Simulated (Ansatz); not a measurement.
## Pressure series in Si

Take Si in the diamond structure (space group Fd-3m, No. 227) as the base.

Space group Fd-3m, origin choice 1 (No. 227); a = b = c = 5.470 Å, α = β = γ = 90.00°

```
atom  site  symmetry       x       y       z
----  ----  --------  ------  ------  ------
Si      8a      -43m  0.0000  0.0000  0.0000
```
(The calculation used a cell of 2 atoms; values per cell refer to that cell.)

Cell and atoms are relaxed at each pressure.

Computed with PBE (Ansatz, a quantum-chemistry and plane-wave program; PAW; 420 eV plane waves; no SOC), earlier PAW set.

Candidates:
(a) pressure 18 GPa
(b) pressure 9 GPa
(c) pressure 4.2 GPa
(d) pressure −2 GPa
(e) pressure 45 GPa

For the base:

| Item | Result |
|---|---|
| Band gap | 0.61 eV |

**Question.** Order them by band gap, highest first.

**Answer.** (d) pressure −2 GPa (0.66 eV), (c) pressure 4.2 GPa (0.53 eV), (b) pressure 9 GPa (0.45 eV), (a) pressure 18 GPa (0.31 eV), (e) pressure 45 GPa (zero)

A case with no gap was solved on a k-mesh chosen for an insulator, which is coarse for it. Load acts through the strain it causes; cell and atoms are relaxed under it. No phonon test of stability was made. Measured, Si leaves this structure (for the β-tin structure) near 12 GPa (room temperature; as listed in arXiv:1906.07825). The zero or small gap of Si under pressure 45 GPa can change with the level of theory.
